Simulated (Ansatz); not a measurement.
CsCl-type RuAl was calculated with r²SCAN in Ansatz (plane waves, PAW).

Numerical settings: plane-wave cutoff 560 eV, 18×18×18 k mesh, Fermi–Dirac smearing 0.05 eV, no spin polarisation, scalar-relativistic PAW data made under PBE.

Pressure at four volumes; x = ln(V/13.261 Å³). One pressure is withheld.

```
V (Å³/atom)        x  P (GPa)
-----------  -------  -------
12.465       -0.0619    15.65
13.261        0.0000     0.01
13.792        0.0393    -7.95
14.057        0.0583        ?
```

Pass a parabola P(x) through the three rows shown, estimate the bulk modulus and its pressure derivative near zero pressure, and predict the withheld pressure.

Slopes between the rows: (0.01 − (15.65))/(0.0000 − (-0.0619)) = -252.67 and (-7.95 − (0.01))/(0.0393 − (0.0000)) = -202.54 GPa. Their difference over the span 0.1012 is c = 50.13/0.1012 = 495.4 GPa, so P(x) = 15.65 + (-252.67)(x − (-0.0619)) + 495.4 (x − (-0.0619))(x − (0.0000)). At the middle row B = −dP/dx = −[-252.67 + 495.4 × 0.0619] = 222.0 GPa, and B′ = dB/dP = 2c/B = 4.5. At x = 0.0583 the parabola gives -11.25 GPa; the run gives -11.33 GPa. The Birch–Murnaghan fit to the energies at all volumes has B0 = 221 GPa and B′ = 4.4.

Ansatz is a program for electronic structure.
